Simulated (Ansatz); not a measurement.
Consider GaCuSe$_{2}$ in the chalcopyrite structure (space group I-42d, No. 122; a = 5.608 Å, c = 11.096 Å).

Method: r2SCAN (Ansatz, a first-principles code; PAW; 500 eV plane waves; no SOC), earlier PAW set.

Base values:

| Quantity | Value |
|---|---|
| c/a ratio | 1.979 |
| Valence-band top at Γ | 0.00, -0.11, -0.11 eV |
| Hole mass | 0.083 mₑ along c, 0.68 mₑ across (at Γ) |
| Volume per atom | 21.81 Å³ |

One thing is altered: a hydrostatic pressure of 45 GPa.

Question: Estimate the effect on the c/a ratio, valence-band top at Γ, hole mass and volume per atom.

Answer: The c/a ratio shrinks by 0.0163, from 1.979 to 1.962; the valence-band top at Γ (three highest levels, from the VBM) becomes 0.00, -0.14, -0.14 eV (base: 0.00, -0.11, -0.11 eV); the hole mass changes from 0.083 mₑ along c, 0.68 mₑ across (at Γ) to 0.18 mₑ along c, 0.35 mₑ across (at Γ); the volume per atom decreases by 5.82 Å³, from 21.81 Å³ to 15.99 Å³.

The levels and masses belong to the bands next to the band gap. Load acts through the strain it causes; cell and atoms are relaxed under it. Effective masses come from finite differences of ±0.01 Å⁻¹. Stability against distortions was not tested. No other phases were tried under pressure. The final runs are not spin-polarised.
